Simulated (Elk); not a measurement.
Band structure of Cu₃Sb (Pm-3m, 4 atoms in the cell).

```
Cu3Sb
1.0
    3.93904     0.00000     0.00000
    0.00000     3.93904     0.00000
    0.00000     0.00000     3.93904
Cu Sb
3 1
Direct
  0.50000   0.50000   0.00000
  0.00000   0.50000   0.50000
  0.50000   0.00000   0.50000
  0.00000   0.00000   0.00000
```

Computed with PBEsol, all-electron FP-LAPW, Elk's shipped species files, APW+lo basis with extra local orbitals run with Elk.

Settings: xctype = 22; rgkmax = 7.5; stype = 0; swidth = 0.00183747 Ha; ngridk = 8 8 8; gmaxvr = 16 1/bohr; nxlo = 2; lorbcnd = true; rmtscf = 0.99; lmaxi = 2; maxscl = 100.

The starting cell comes from a database of computed structures (which also holds hypothetical and non-ambient phases and stackings), without a prior relaxation at this level. Its lattice was rescaled by a random factor within 2.5 % of one. Spin-orbit coupling is off. Spin polarisation is off. Values depend on the basis (sphere radii, cutoffs, local orbitals), which need not be converged. The run gives no clean gap (levels at the Fermi energy touch, overlap or are partly filled at this smearing), which alone does not show that the compound is a metal.

Levels in eV from the Fermi level, bands 30 to 37:
```json
[
 {"point": "Γ", "30": "-2.17", "31": "-1.98", "32": "-1.98", "33": "-1.98", "34": "0.30", "35": "3.15", "36": "3.15", "37": "7.20"},
 {"point": "X", "30": "-2.32", "31": "-1.99", "32": "0.87", "33": "0.87", "34": "1.32", "35": "3.18", "36": "3.18", "37": "4.03"},
 {"point": "M", "30": "-2.53", "31": "-2.48", "32": "-1.62", "33": "-1.62", "34": "2.48", "35": "3.71", "36": "5.46", "37": "5.46"},
 {"point": "R", "30": "-2.11", "31": "-2.11", "32": "-2.11", "33": "-1.84", "34": "-1.31", "35": "0.81", "36": "0.81", "37": "0.81"}
]
```

Bands cross the Fermi level along this path, so the cell is metallic at this level.
